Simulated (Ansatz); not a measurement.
Take Cu in the fcc (Cu type) structure (space group Fm-3m, No. 225; a = 3.5638 Å) as the base.

Structures relaxed with PBEsol (Ansatz, a quantum-chemistry and plane-wave program), no spin-orbit coupling.

Base:

Simulated powder pattern, Mo Kα, λ = 0.71073 Å (kinematic, ideal powder, no thermal factors, no anomalous dispersion; the 10 strongest lines at most, above 2 %, up to 2θ = 40°):

```tsv
2θ (°)	I/Imax (%)	hkl
19.89	100	(111)
23.01	49	(200)
32.76	30	(220)
38.62	32	(311)
```

Now apply this change: a hydrostatic pressure of 9 GPa.

Q: Where do the lines fall after the change?

A: 
Simulated powder pattern, Mo Kα, λ = 0.71073 Å (kinematic, ideal powder, no thermal factors, no anomalous dispersion; the 10 strongest lines at most, above 2 %, up to 2θ = 40°):

```json
[
 {"2θ (°)": "20.21", "I/Imax (%)": "100", "hkl": "(111)"},
 {"2θ (°)": "23.38", "I/Imax (%)": "49", "hkl": "(200)"},
 {"2θ (°)": "33.30", "I/Imax (%)": "30", "hkl": "(220)"},
 {"2θ (°)": "39.27", "I/Imax (%)": "32", "hkl": "(311)"}
]
```

The indices refer to the base's conventional cell; one index is shown for lines that coincide.

Load acts through the strain it causes; cell and atoms are relaxed under it. Stability against distortions was not tested. Competing high-pressure phases were not computed. All final runs are without spin polarisation.
